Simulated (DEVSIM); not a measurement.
Structure: Pd/AlN/p-Ge capacitor, at 300 K.

| layer (left to right) | material | thickness (nm) | Na (cm⁻³) |
|---|---|---|---|
| 1 | AlN | 28.0 | - |
| 2 | Ge | 5400 | 1.2e15 |

Metal gate on the left, work function 5.2 eV. Fixed charge at the semiconductor interface -1.7e11 cm⁻² (in units of +e); no interface traps.

Constants are typed, rounded textbook-type inputs, not results; the design itself was drawn at random and stands for no fabricated device. Values at 300 K.

```csv
parameter,AlN,Ge
gap (eV),6.1,0.664
affinity (eV),1.9,4
permittivity,8.5,16
Nc (cm⁻³),-,1.04e19
Nv (cm⁻³),-,6e18
```

DEVSIM, 1D Poisson equation in equilibrium, Boltzmann statistics, complete ionisation; no quantum confinement or tunnelling. Metal contacts follow the ideal Schottky-Mott rule: no Fermi-level pinning, no interface dipoles.

### Question
Give the band bending (positive: bands bend down) and minority sheet density.

### Answer

```tsv
Vg (V)	ψs (V)	minority carriers (cm⁻²)
-0.05	-0.203	1.9e8
0.1	-0.192	1.9e8
0.25	-0.177	1.9e8
0.4	-0.159	1.9e8
0.55	-0.132	1.9e8
0.7	-0.088	1.9e8
0.85	-0.005	2.0e8
1	0.116	3.9e8
1.15	0.244	1.5e10
1.3	0.318	1.3e11
1.45	0.355	3.2e11
1.6	0.378	5.4e11
1.75	0.394	7.6e11
1.9	0.407	9.9e11
2.05	0.417	1.2e12
2.2	0.426	1.5e12
2.35	0.433	1.7e12
```
